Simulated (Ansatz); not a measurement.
Consider PbTe in the rock salt structure (space group Fm-3m, No. 225; a = 6.442 Å). Axes: x, y, z lie along the cube axes.

Modification: biaxial strain +0.80 %, plane normal [001], relaxed out of plane (Cartesian); in-plane vectors clamped, the third vector and the atoms free.

Levels (all Ansatz, a first-principles code, PAW): PBEsol (420 eV, without spin-orbit coupling); r2SCAN (500 eV, no spin-orbit coupling); HSE06 (420 eV, without spin-orbit coupling).

At the geometry relaxed with PBEsol, these levels gave the following band gaps, in shuffled order: (a) 1.03 eV, (b) 0.67 eV, (c) 1.13 eV.

Task: Match each gap to its level.

Result: (a) r2SCAN; (b) PBEsol; (c) HSE06.

Single points use the geometry relaxed with PBEsol. The hybrid gap comes from the SCF mesh plus the semilocal run's edge points and a few special points and is an upper bound. With Pb and Te present, leaving out spin-orbit coupling can change the band edges. Whether these cells are dynamically stable was not tested.
